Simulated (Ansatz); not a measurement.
TlBiS2: biaxial strain −1.20 %, plane normal [001], relaxed out of plane

Start from TlBiS₂ (space group R-3m, No. 166; a = 4.085 Å, c = 21.696 Å (hexagonal axes)). Axes: x lies along a and z along c of the hexagonal cell.

Modification: compressive biaxial strain of 1.20 % in the plane normal to [001], as in epitaxy on a mismatched substrate; the out-of-plane cell vector and the atoms relax.

The values are results of Kohn–Sham DFT with the PBEsol functional, run in Ansatz (a first-principles code) with PAW and 420 eV plane waves, no SOC, not measurements. Γ-centred 9×9×9 mesh, Fermi–Dirac width 0.05 eV.

The volume per atom drops by 0.286 Å³, from 26.13 Å³ to 25.85 Å³ and the shortest interatomic distance shrinks by 0.011 Å (2.830 Å → 2.819 Å). The energy grows by 1.8 meV/atom and the band gap falls by 0.01 eV (0.15 eV → 0.14 eV). The gap character becomes indirect, Γ → F (base: direct at Γ) and the smallest direct gap rises by 0.07 eV to 0.22 eV. The hole mass goes from 0.075 mₑ along c, 0.15 mₑ across (at Γ) to 0.093 mₑ out of plane, 0.16 mₑ in plane (at Γ) and the valence-band top at Γ (three highest levels, from the VBM) becomes 0.00, -1.80, -1.80 eV (base: 0.00, -1.78, -1.78 eV). The out-of-plane strain amounts to +1.32 % and the ratio −ε⊥/ε∥ is 1.10. The mean in-plane stress (compression positive) is +0.9 GPa.

With Bi and Tl present, leaving out spin-orbit coupling can change the band edges. Masses are band curvatures over ±0.01 Å⁻¹ around the edge. Whether these cells are dynamically stable was not tested. A zero or small gap of TlBiS2 can be the functional's error rather than a property of the material.
